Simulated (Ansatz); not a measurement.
The reference is ScAl3 in the Cu3Au type structure (space group Pm-3m, No. 221; a = 4.087 Å; relaxed with 0.1 eV smearing). Axes: x, y, z lie along the cube axes.

Method: r2SCAN (Ansatz, a program for electronic structure, PAW, no spin-orbit coupling).

Base values:

| Quantity | Value |
|---|---|
| Band gap | zero |

Modification: uniaxial strain ε_xx = +1.66 %, all other strain components held at zero; the atoms relax in the strained cell.

Task: What happens to the stress?

Result: The stress (xx, yy, zz, yz, xz, xy; compression positive) amounts to (-3.2, -0.6, -0.6, 0.0, 0.0, 0.0) GPa.

Task: How does this affect the energy relative to the base?

Result: The energy rises by 2.8 meV/atom.

Task: Estimate the effect on the band gap.

Result: The band gap stays zero.

Whether these cells are dynamically stable was not tested. The final runs are not spin-polarised.
